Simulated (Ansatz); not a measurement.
End structure of Sn on the 1x1 (111) surface of fcc Ni, ferromagnetic, one in a 2x2 cell, started at the site 'bridge Ni-Ni (span 2.5 Å)':

```yaml
crystal:
  lattice:
    - [4.97715, 0.00000, 0.00000]
    - [-2.48857, 4.31034, 0.00000]
    - [0.00000, 0.00000, 25.50000]
  atoms:
    - { symbol: Ni, position: [0.16667, 0.33333, 0.38155] }
    - { symbol: Ni, position: [0.16667, 0.83333, 0.38155] }
    - { symbol: Ni, position: [0.66667, 0.33333, 0.38155] }
    - { symbol: Ni, position: [0.66667, 0.83333, 0.38155] }
    - { symbol: Ni, position: [0.33333, 0.16667, 0.46024] }
    - { symbol: Ni, position: [0.33333, 0.66667, 0.46024] }
    - { symbol: Ni, position: [0.83333, 0.16667, 0.46024] }
    - { symbol: Ni, position: [0.83333, 0.66667, 0.46024] }
    - { symbol: Ni, position: [0.99813, 0.99906, 0.54026] }
    - { symbol: Ni, position: [0.99916, 0.49958, 0.53837] }
    - { symbol: Ni, position: [0.50002, 0.99906, 0.54034] }
    - { symbol: Ni, position: [0.50002, 0.50096, 0.54034] }
    - { symbol: Ni, position: [0.16234, 0.33582, 0.61862] }
    - { symbol: Ni, position: [0.16234, 0.82653, 0.61862] }
    - { symbol: Ni, position: [0.67124, 0.33562, 0.61881] }
    - { symbol: Ni, position: [0.66565, 0.83282, 0.62194] }
    - { symbol: Sn, position: [0.32893, 0.16446, 0.70060] }
```

Slab: 17 atoms, 6.0 Å thick at the start under the adsorbate (thin: gaps and levels are the slab's own); k 7x7x1, smearing 0.1 eV, dipole-corrected; 8 atoms held, the rest relaxed; start symmetry kept, larger cells not searched; spin-polarised, no spin-orbit, no U, no dispersion correction. At the end it is bonded to 3 Ni. In PBE it is, or lies within 0.03 eV of, the lowest of the starts that converged.

A negative adsorption energy means that the adsorbate is more stable on the surface than in its reference.

**Question.** What work function of the top face does PBE run with Ansatz (an electronic-structure program) give?

**Answer.** 4.30 eV

**Question.** What change of the work function does PBE give?

**Answer.** -0.78 eV

**Question.** Estimate the adsorption energy against an atom of beta tin that PBE returns for this input.

**Answer.** -1.03 eV

**Question.** What is the computed change of the step from the bottom to the top vacuum level, against the clean slab (PBE)?

**Answer.** -0.77 eV
